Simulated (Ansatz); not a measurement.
# Ta: energy against strain

Ta (bcc, Im-3m, 17.228 Å³/atom and stress up to 0.01 GPa in the relaxed cell) under an equal strain ε in the (001) plane with the normal axis free, as in a coherent film. LDA in Ansatz, a plane-wave DFT program (PAW, default set), 420 eV, 28×28×28 Γ-centred mesh, Fermi-Dirac smearing 0.10 eV.

Here s stands for strain and y for E less E0.

| strain (%) | E less E0 (meV/atom) |
|---|---|
| -1.50 | 6.65 |
| -1.00 | 2.83 |
| -0.50 | 0.64 |
| 0.00 | 0.00 |
| 0.50 | 0.82 |
| 1.00 | 3.04 |
| 1.50 | 6.55 |
| 3.00 | ? |

The 7 complete rows are fitted with a parabola, y against s. Least squares gives y = -0.001 + 0.0214·s + 2.9343·s². Residuals (row less fit): 0.081, -0.082, -0.082, 0.001, 0.077, 0.085, -0.083; standard error 0.100 (degrees of freedom: 4). The quadratic coefficient over the volume, 2.9343 meV × 10⁴ × 0.1602 / 17.228 Å³, is the biaxial elastic modulus of this plane = about 270 GPa.

**Question.** What does the fit predict for y at s = 3.00, and how far is the calculated value from it?

**Answer.** y = -0.001 + 0.0214 × 3.0 + 2.9343 × 3.0² = 26.472 meV/atom. The calculation gives 23.73 meV/atom, 2.742 meV/atom below the prediction (11.6 % of the range of y in the table). The row lies outside the fitted rows, so this is an extrapolation. From the scatter of the fitted rows alone, a prediction at this place has a standard error of 0.383 meV/atom, so the miss is 7.2 times that.

A polynomial of degree 3 through the 12 other runs of the series gives 24.12 there, so most of the miss is curvature that the fit leaves out. In a metal these values are sensitive to mesh and smearing; energies are taken to zero smearing, stresses follow the free energy. Rows are the converged runs of the series near zero and its far end; series whose fitted rows scatter by over a few per cent of the range, as at a crossing or softening among them, aren't shown in this form, nor equations of state whose B0' disagrees with the runs' pressures. Most that stay on the fit to the last digits aren't either.
